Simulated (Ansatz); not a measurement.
The reference is Sc in the hcp (Mg type) structure (space group P6_3/mmc, No. 194).

```
CELL_PARAMETERS angstrom
      3.31943     0.00000     0.00000
     -1.65971     2.87471     0.00000
      0.00000     0.00000     5.16637
ATOMIC_POSITIONS crystal
  Sc 0.66667 0.33333 0.75000
  Sc 0.33333 0.66667 0.25000
```

Level of theory: PBE in Ansatz (plane waves to 420 eV, PAW, no spin-orbit coupling).

Before the change:

| Property | Value |
|---|---|
| c/a ratio | 1.556 |
| Volume per atom | 24.65 Å³ |

Perturbation: a hydrostatic pressure of 9 GPa.

Q: How does this affect the c/a ratio and volume per atom?

A: The c/a ratio shrinks by 0.0099, from 1.556 to 1.547; the volume per atom decreases by 3.08 Å³ to 21.57 Å³.

Load acts through the strain it causes; cell and atoms are relaxed under it. Whether these cells are dynamically stable was not tested. Competing high-pressure phases were not computed. The final runs are not spin-polarised.

Ansatz is an electronic-structure program.
